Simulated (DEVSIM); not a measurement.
Device: abrupt GaAs p-n junction, at 300 K.

Layer 1 from the left is GaAs, thickness (μm) 6.10, Na (cm⁻³) 3.8e15, τn (s) 1.6e-9, τp (s) 1.6e-9. Layer 2 from the left is GaAs, thickness (μm) 4.80, Nd (cm⁻³) 4.1e14, τn (s) 1.6e-9, τp (s) 1.6e-9.

Left contact: ohmic. Right contact: ohmic. Voltage is applied to the left contact. Recombination: SRH at mid-gap, radiative, Auger. Mobility is constant in doping.

Constants are typed, rounded textbook-type inputs, not results; the design itself was drawn at random and stands for no fabricated device. Values at 300 K.

GaAs: gap (eV) 1.424, affinity (eV) 4.07, permittivity 12.9, Nc (cm⁻³) 4.7e17, Nv (cm⁻³) 9e18, μn (cm²/Vs) 8500, μp (cm²/Vs) 400, B (cm³/s) 2e-10, Cn (cm⁶/s) 1e-30, Cp (cm⁶/s) 1e-30.

Problem. Estimate by hand the built-in potential, the peak field at zero bias, and compare with a numerical solution.

Solution. 
- Built-in potential: ni = √(Nc Nv) exp(−Eg/2kT) = 2250000 cm⁻³ with Eg = 1.424 eV; Vbi = kT/q ln(Na Nd/ni²) = 1.041 V; numerical 1.041 V.
- Peak field at zero bias: depletion approximation: W = √(2εVbi/(qN)) = 2.00 μm with N = 3.70e14 cm⁻³; field = 2Vbi/W = 10400 V/cm; numerical 10100 V/cm (estimate above by 2.4 %).

DEVSIM, 1D drift-diffusion, Boltzmann statistics, complete ionisation; no tunnelling, impact ionisation, image-force lowering or self-heating.
